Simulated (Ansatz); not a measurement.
The parent structure is ZnO in the wurtzite structure (space group P6_3mc, No. 186; a = 3.230 Å, c = 5.214 Å). Axes: x lies along a and z along c of the hexagonal cell.

Calculations: DFT with PBEsol, PAW potentials and a 420 eV plane-wave cutoff in Ansatz (a program for electronic structure), without spin-orbit coupling.

For the base:

| Quantity | Value |
|---|---|
| Valence-band top at Γ | 0.00, 0.00, -0.10 eV |

One thing is altered: a pure shear with ε_xz = ε_zx = 0.0167; the atoms relax in the strained cell.

Question: What does the calculation give for the stress after the change?

Answer: The stress (xx, yy, zz, yz, xz, xy; compression positive) is (-0.09, -0.02, 0.00, 0.00, -1.21, 0.00) GPa.

Question: What happens to the valence-band top at Γ?

Answer: The valence-band top at Γ (three highest levels, from the VBM) becomes 0.00, -0.01, -0.13 eV (base: 0.00, 0.00, -0.10 eV).

Question: Estimate the effect on the energy relative to the base.

Answer: The energy grows by 1.5 meV/atom.

The levels and masses belong to the bands next to the band gap. Whether these cells are dynamically stable was not tested.
